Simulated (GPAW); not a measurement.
Input and output of a self-consistent single point for Nb (Im-3m, 1 atom in the cell) (GPAW).

Method of the run: PBE, GPAW PAW datasets PBE (gpaw-data 1.0.1) (plane waves; GPAW).

The change in words: lattice scaled by 0.98. Reference geometry:
```yaml
crystal:
  lattice:
    - [-1.65881, 1.65881, 1.65881]
    - [1.65881, -1.65881, 1.65881]
    - [1.65881, 1.65881, -1.65881]
  atoms:
    - { symbol: Nb, position: [0.00000, 0.00000, 0.00000] }
```

Reference input (self-consistent single point, DFT PBE, plane waves, GPAW PAW datasets PBE (gpaw-data 1.0.1)): mode = pw; ecut = 550 eV; xc = PBE; kpts = 9 9 9; mesh shift (steps) = 0 0 0; occupations.name = methfessel-paxton; occupations.width = 0.1 eV; occupations.order = 0; nbands = -5; convergence.density = 1e-05 e/electron; symmetry.symmorphic = false; symmetry.tolerance = 0.0005. This run's input differs from it in these lines:

```diff
@@ -5,5 +5,5 @@
 atoms = Atoms(['Nb'],
-              cell=[[-1.658815, 1.658815, 1.658815],
-                    [1.658815, -1.658815, 1.658815],
-                    [1.658815, 1.658815, -1.658815]],
+              cell=[[-1.625639, 1.625639, 1.625639],
+                    [1.625639, -1.625639, 1.625639],
+                    [1.625639, 1.625639, -1.625639]],
               positions=[[0.000000, 0.000000, 0.000000]],
```

Output (repeated stretches shortened):

```
     iter     time        total  log10-change:
                         energy   eigst   dens
iter:   1 --:--:--   -10.889633
iter:   2 --:--:--   -10.812790   -1.32  -1.16
iter:   3 --:--:--   -10.416686   -0.67  -1.19
iter:   4 --:--:--   -10.398206   -2.60  -1.85
iter:   5 --:--:--   -10.365464   -1.51  -1.88
iter:   6 --:--:--   -10.342516   -2.70  -1.84
iter:   7 --:--:--   -10.342103   -4.15  -2.73
iter:   8 --:--:--   -10.341290c  -3.57  -2.83
iter:   9 --:--:--   -10.341279c  -5.51  -3.70
iter:  10 --:--:--   -10.341270c  -6.13  -3.82
iter:  11 --:--:--   -10.341270c  -7.14  -4.37
iter:  12 --:--:--   -10.341271c  -6.17  -4.43
iter:  13 --:--:--   -10.341270c  -6.20  -3.97
iter:  14 --:--:--   -10.341270c  -8.13c -5.30c
Converged after 14 iterations.

Dipole moment: (-0.000000, 0.000000, -0.000000) |e|*Ang

Energy contributions relative to reference atoms: (reference = -103906.147789)

Kinetic:         +2.293454
Potential:       -5.981288
External:        +0.000000
XC:              -6.606322
Entropy (-ST):   -0.007140
Local:           -0.043545
SIC:             +0.000000
--------------------------
Free energy:    -10.344840
Extrapolated:   -10.341270

Showing only first 2 kpts
 Kpt  Band  Eigenvalues  Occupancy
  0     4      6.04978    2.00000
  0     5     12.37619    0.00000
  0     6     12.37619    0.00000
  0     7     12.37619    0.00000

  1     4      6.56817    2.00000
  1     5     12.05734    0.71823
  1     6     12.27414    0.00061
  1     7     12.88958    0.00000

Fermi level: 12.03182

No gap
No difference between direct/indirect transitions
Energy (eV): -10.34127

Forces in eV/Ang:
  0 Nb    0.00000    0.00000    0.00000

Stress tensor:
    -0.054900    -0.000000    -0.000000
    -0.000000    -0.054900    -0.000000
    -0.000000    -0.000000    -0.054900
Stress (GPa, Voigt): [-8.796 -8.796 -8.796 -0.    -0.    -0.   ]
```

The run converged in 14 iterations. GPAW prints stress with tension positive. Against the reference run the free energy goes up by 20.9 meV/atom and the pressure goes from -2.21 to 8.80 GPa.

The starting cell comes from a database of computed structures (which also holds hypothetical and non-ambient phases and stackings), without a prior relaxation at this level. For this run, on top of that: lattice scaled by 0.98. Spin polarisation is off. With a pressure of about 9 GPa the cell is away from its equilibrium volume at this level.
